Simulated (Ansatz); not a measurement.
Base system: BAs in the zinc blende structure (space group F-43m, No. 216; a = 4.732 Å). Axes: x, y, z lie along the cube axes.

The values are results of Ansatz (an electronic-structure program) LDA, no spin-orbit coupling, not measurements.

Before the change:

- Pressure = 0.00 GPa
- Band gap = 1.11 eV
- Valence-band top at Γ = 0.00, 0.00, 0.00 eV
- Smallest direct gap = 3.29 eV

One thing is altered: uniaxial strain ε_zz = −2.50 %, all other strain components held at zero; the atoms relax in the strained cell.

Estimate the effect on the pressure.

The pressure (mean of the normal stresses, compression positive) goes from zero to 3.91 GPa.

Predict the new band gap.

The band gap falls by 0.41 eV to 0.70 eV.

What happens to the valence-band top at Γ?

The valence-band top at Γ (three highest levels, from the VBM) changes from 0.00, 0.00, 0.00 eV to 0.00, -0.25, -0.25 eV.

What happens to the smallest direct gap?

The smallest direct gap falls by 0.24 eV, from 3.29 eV to 3.05 eV.

No phonon test of stability was made.
